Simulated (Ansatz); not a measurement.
WSi2: isotropic strain −2.50 %

Start from WSi$_{2}$ (space group I4/mmm, No. 139; a = 3.185 Å, c = 7.773 Å; relaxed with 0.1 eV smearing).

It is then changed as follows: every lattice vector is shortened by 2.50 %, atoms relaxed at fixed cell.

Level of theory: LDA (Ansatz, a first-principles code), spin-orbit coupling left out. k-mesh 25×25×25 (Γ-centred); smearing 0.1 eV (Fermi–Dirac).

| quantity | base | changed | shift |
|---|---|---|---|
| shortest interatomic distance | 4.858 bohr | 4.769 bohr | -0.089 bohr |
| energy relative to the base (free energy F) | 0 meV/atom | +60 meV/atom | +60 meV/atom |
| pressure (mean of the normal stresses, compression positive) | 0.0 GPa | 21.4 GPa | +21.45 GPa |
| band gap | zero | zero | – |

Final structure:

```xyz
3
Lattice="-1.5528 1.5528 3.7894 1.5528 -1.5528 3.7894 1.5528 1.5528 -3.7894" Properties=species:S:1:pos:R:3 pbc="T T T"
Si     0.0000     0.0000     5.0511
Si     0.0000     0.0000     2.5277
W      0.0000     0.0000     0.0000
```

Cost of the whole job for the changed cell (relaxation, final SCF and bands): about 2.5 core-minutes (a rough figure).

Stability against distortions was not tested. The final runs are not spin-polarised.
